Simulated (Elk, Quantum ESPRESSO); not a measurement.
**Equation of state of hcp Re (space group 194): energy against volume (Elk, LDA)**

```
CELL_PARAMETERS angstrom
      2.65266     0.00000     0.00000
     -1.32633     2.29727     0.00000
      0.00000     0.00000     4.28654
ATOMIC_POSITIONS crystal
  Re 0.66667 0.33333 0.75000
  Re 0.33333 0.66667 0.25000
```

Method of the run: LDA (PW92), all-electron FP-LAPW, Elk's shipped species files, default APW+lo basis in Elk. Settings: xctype = 3; rgkmax = 7.98; stype = 3; swidth = 0.00183747 Ha; ngridk = 25 25 13; rmtscf = 0.83; sphere radii = {Re: 2.324} bohr. The cell above is the first row's. The rows scale it uniformly. In all rows fractional positions and the k mesh are held. E is the free energy at the stated smearing, counted from the lowest row.

| V (Å^3/atom) | E (meV/atom) |
|---|---|
| 13.061 | ? |
| 13.345 | 96.18 |
| 13.629 | 45.59 |
| 13.913 | 14.27 |
| 14.196 | 0.00 |
| 14.480 | 0.87 |
| 14.764 | 15.48 |
| 15.048 | 42.43 |
| 15.332 | 80.45 |

Taking the third-order Birch-Murnaghan form, a cubic in V^(-2/3) for E over the 8 complete rows: With u = V^(-2/3) - 0.170, the rows have u = 0.007741, 0.005263, 0.002870, 0.000565, -0.001673, -0.003838, -0.005936, -0.007968. Least squares gives E = -1.193 + 1194.03·u + 1453079·u² + 2212563·u³. Residuals (row less fit): 0.031, -0.073, 0.015, 0.054, 0.004, -0.023, -0.027, 0.022; standard error 0.053 (degrees of freedom: 4). Its minimum lies at u = -0.000411, so V0 = (0.169589)^(-3/2) = 14.32. There d²E/du² = 2901000 and d³E/du³ = 1.328e7, so B0 = (4/9) × 14.32^(-7/3) × 2901000 × 0.160218 = 415 GPa (the last factor turns the table's units into GPa), and B0' = 4 + (2/3) × 0.169589 × (1.328e7)/2901000 = 4.5.

Task: Estimate the missing E (V = 13.061); what did the run itself give?

Result: u = 0.010308, so E = -1.193 + 1194.03 × 0.010308 + 1453079 × 0.010308² + 2212563 × 0.010308³ = 167.935 meV/atom. The calculation gives 167.50 meV/atom, 0.435 meV/atom below the prediction (0.3 % of the range of E in the table). The row lies outside the fitted rows, so this is an extrapolation. From the scatter of the fitted rows alone, a prediction at this place has a standard error of 0.156 meV/atom, so the miss is 2.8 times that.

Carrying the step between the two nearest rows on in a straight line would have given 146.77, off by 20.73; series whose last step already gives the withheld value aren't shown. The scan was laid around a cell of about the measured size, scaled by a guess for this functional; axis ratios and inner coordinates come from that cell. The runs keep the symmetry of the cell, so they don't test it for distortions. A plane-wave scan with the same functional (Quantum ESPRESSO, GBRV) gives V0 = 14.35 Å^3/atom and B0 = 405 GPa; a Birch-Murnaghan fit to all rows here lies -0.2 % from it in V0 and 2 % in B0; the two differ in basis, and may differ in potentials and mesh. Spin polarisation is off. Values depend on the basis (sphere radii, cutoffs, local orbitals), which need not be converged. Spin-orbit coupling is off. The shape of the cell and the inner coordinates aren't relaxed, so V0 and B0 belong to this uniform scaling; a relaxed crystal lies no higher in energy and is usually softer. Sphere radii are the same in all rows. Cutoffs and mesh are single choices, not tested for convergence of this quantity. Series with a scatter that would blur these digits, or in which a gap closes, are not shown. Nor are scans whose minimum lies at an end fitted in this form.
